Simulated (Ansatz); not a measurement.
Start from ZnSnO3 (space group R3c, No. 161).

```
ZnSnO3
1.0
    2.63902     1.52364     4.66974
   -2.63902     1.52364     4.66974
    0.00000    -3.04728     4.66974
Zn Sn O
2 2 6
Direct
  0.29504   0.29504   0.29504
  0.79504   0.79504   0.79504
  0.01258   0.01258   0.01258
  0.51258   0.51258   0.51258
  0.72138   0.11620   0.40509
  0.40509   0.72138   0.11620
  0.11620   0.40509   0.72138
  0.90509   0.61620   0.22138
  0.22138   0.90509   0.61620
  0.61620   0.22138   0.90509
```

Cartesian axes are those of the cell as printed.

Calculations: Kohn–Sham DFT with the PBEsol functional, run in Ansatz (a program for electronic structure) with PAW and 420 eV plane waves, without spin-orbit coupling, earlier PAW set.

Strains are applied to the cell and any free atomic positions relax; under biaxial strain the out-of-plane vector relaxes too.

One change was made to it. Results:

| quantity | base | after |
|---|---|---|
| band gap | 1.24 eV | 0.87 eV |
| pressure (mean of the normal stresses, compression positive) | 0.00 GPa | -7.26 GPa |

Problem. What was done to the base?
A. isotropic strain +4.19 %
B. biaxial strain −1.99 %, plane normal [001], relaxed out of plane
C. uniaxial strain ε_zz = +4.97 %
D. biaxial strain +1.46 %, plane normal [001], relaxed out of plane

Solution. C, uniaxial strain ε_zz = +4.97 %. For comparison, the band gap in the other runs: isotropic strain +4.19 % gives 0.50 eV; biaxial strain −1.99 %, plane normal [001], relaxed out of plane gives 1.31 eV; biaxial strain +1.46 %, plane normal [001], relaxed out of plane gives 1.16 eV.

Stability against distortions was not tested.
